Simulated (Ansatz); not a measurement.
The starting structures come from a database of crystals and need not be the phases stable at ambient conditions.

By PBEsol, the system below comes out a metal.

Crystal: SrTl (Pm-3m, CsCl type, not sure to be the ambient phase, 2 atoms a cell, 33.5 Å³ an atom); planes in its conventional cell.

All values below come from PBEsol (plane waves, PAW; Ansatz, an electronic-structure program).

G/A = (e²/h) × open channels of both spins per area, as a mean over 0.1 eV about the Fermi level, without spin-orbit coupling, for the cells as given.

```tsv
plane	area (Å²)	G/A (10¹⁵ S/m²)
(110)	23.3	0.55
(001)	16.5	…
```

### Question
Fill in the missing entries.

### Answer

- (001), G/A (10¹⁵ S/m²): 0.44
